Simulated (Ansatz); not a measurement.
A relaxation of cell and atoms of KTlO2 (R-3m, 4 atoms in the cell) with Ansatz (a quantum-chemistry and plane-wave program).

Level of theory: LDA (PW92), default PAW files made with PBE (plane waves; Ansatz).

The change in words: atoms on their sites; relax: default → cell and atoms. Reference geometry:
```
CELL_PARAMETERS angstrom
      1.71813     0.99196     6.07173
     -1.71813     0.99196     6.07173
      0.00000    -1.98392     6.07173
ATOMIC_POSITIONS crystal
  K  0.50274 0.50274 0.50274
  Tl 0.00000 0.00000 0.00000
  O  0.73208 0.73208 0.73208
  O  0.26792 0.26792 0.26792
```

Reference input (self-consistent single point, DFT, LDA (PW92), plane waves, default PAW files made with PBE): basis.ecutwfc = 420 eV; kpoints.mp_grid.grid = 8 8 8; hamiltonian.xc = lda; hamiltonian.pseudopotentials = {kind: paw} (the program's default PAW files); scf.occupations.method = fermi_dirac; scf.occupations.width = 0.02 eV. This run's input differs from it in these lines:

```diff
@@ -7,3 +7,3 @@
   atoms:
-    - { symbol: K, position: [0.502745, 0.502745, 0.502745] }
+    - { symbol: K, position: [0.500000, 0.500000, 0.500000] }
     - { symbol: Tl, position: [0.000000, 0.000000, 0.000000] }
@@ -24,2 +24,4 @@
     width: 0.02
+relax:
+  cell: {}
 output:
```

Log, with long lists cut:

```
   [... SCF lines of the steps left out ...]
relax step   1: F+E_penalty+E_count = -13752.82538152 eV  Δ(F+E_penalty+E_count) = +0.000e0 eV  max|allowed force component| = 9.217e-3 eV/Å  Δτ_max = 0.0000 Å  P = -3.267 GPa  Ω = 62.089 Å³  (7 SCF iters, dr2 threshold 1.00e-7 eV, accepted)
relax step   2: F+E_penalty+E_count = -13752.84883523 eV  Δ(F+E_penalty+E_count) = -2.345e-2 eV  max|allowed force component| = 1.471e-1 eV/Å  Δτ_max = 0.0451 Å  P = +2.386 GPa  Ω = 58.202 Å³  energy of the carried Pulay correction = +1.393e-2 eV  [...]
   [... lines left out ...]
relax step   7: F+E_penalty+E_count = -13752.85229398 eV  Δ(F+E_penalty+E_count) = -4.737e-4 eV  max|allowed force component| = 1.581e-3 eV/Å  Δτ_max = 0.0011 Å  P = -0.010 GPa  Ω = 59.696 Å³  energy of the carried Pulay correction = +4.029e-4 eV  [...]
relax step   8: F+E_penalty+E_count = -13752.85187501 eV  Δ(F+E_penalty+E_count) = +4.190e-4 eV  max|allowed force component| = 1.638e-3 eV/Å  Δτ_max = 0.0000 Å  P = -0.016 GPa  Ω = 59.696 Å³  stress off target by 1.77e-2 GPa  SCF on the basis [...]
basis re-selected at this cell: Δ(F+E_penalty+E_count) = +4.190e-4 eV, ΔP = -0.006 GPa vs the last step
the relaxation is at rest under the 12 symmetry operations that the run kept from its start: a minimum is not shown …
Stability not checked: this state was not tested for a lower state beside it, because too few of the mixer's solves of this state at the end of the SCF gave a …
Free energy (F): -13752.851875 eV
Internal energy: -13752.851875 eV  (E = F + TS)
   [... lines left out ...]
Fermi energy:    8.363148 eV
  cell:  # Å, volume = 59.6964 Å³
   [... lines left out ...]
    - [-1.0240940073472121e-33, -1.966936617841215, 5.939028802590226]
  atoms:
    - { symbol: K, position: [0.5000000000000001, 0.5000000000000001, 0.5] }
    - { symbol: Tl, position: [-9.523502213596691e-20, -9.523502213596702e-20, -9.52349791203806e-20] }
    - { symbol: O, position: [0.7331492482712609, 0.7331492482712609, 0.7331492482712609] }
    - { symbol: O, position: [0.26685075172873923, 0.26685075172873923, 0.26685075172873923] }
```

The run converged. 

Summary of the result:
| Property | Result |
|---|---|
| Free energy E − TS (on the zero of these files) | -13752.8519 eV |
| Top of the valence band (on the code's own zero) | 7.82 eV |
| Gap on the k-point mesh | 1.04 eV |
| Pressure | -0.02 GPa |
| Largest force (vector length) | 0.002 eV/Å |
| Final cell | a = b = c = 6.256 Å, α = β = γ = 31.60° |
| Final volume per atom | 14.92 Å³ |
| Relaxation steps | 8 |

The starting cell comes from a database of computed structures (which also holds hypothetical and non-ambient phases and stackings), without a prior relaxation at this level. Its lattice was rescaled by up to half a per cent. Spin-orbit coupling is off. The relaxation keeps the symmetry of its start, so its end need not be a minimum. Ansatz's pressure includes its estimate of the finite-basis (Pulay) stress. Without the estimate this run gives -0.59 GPa.

Cost on one core of a shared machine: roughly 40 s.

Keys are those of Ansatz 0.2.
